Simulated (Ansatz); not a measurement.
Data:

```
CELL_PARAMETERS angstrom
      0.00000     3.77074     3.77074
      3.77074     0.00000     3.77074
      3.77074     3.77074     0.00000
ATOMIC_POSITIONS crystal
  Hf 0.50000 0.50000 0.50000
  Hf 0.75000 0.75000 0.75000
  W  0.12500 0.12500 0.12500
  W  0.62500 0.12500 0.12500
  W  0.12500 0.12500 0.62500
  W  0.12500 0.62500 0.12500
```

These are PBEsol, DFPT electron-phonon coupling, linearised Boltzmann equation (plane waves, PAW, scalar-relativistic; Ansatz, a program for electronic structure) values and carry that method's errors. Geometry: relaxed with this functional, without spin-orbit coupling.

Task: Estimate the phonon-limited resistivity at 300 K, by direction if it differs.

Result: 11.0 μΩ·cm.

Task: How long is the mean free path there?

Result: 15.3 nm, weighted by the current that each state carries. Wires not much wider than this gain resistivity from their walls.

A metal at this level (no band gap). Only scattering by harmonic phonons is included (no impurities, grain boundaries, electron-electron scattering or thermal expansion). Spin-orbit coupling is left out, which matters with elements this heavy. Halving the electron mesh (20x20x20) moves the resistivity by up to 1 % at 300 K, the mean free path by up to 6 %. Smearing 0.20 eV; phonons on a 3x3x3 q mesh, which this run doesn't test.

Formula and space group known from diffraction (Crystallography Open Database), not checked to be the room-temperature form: HfW2 (Fd-3m).
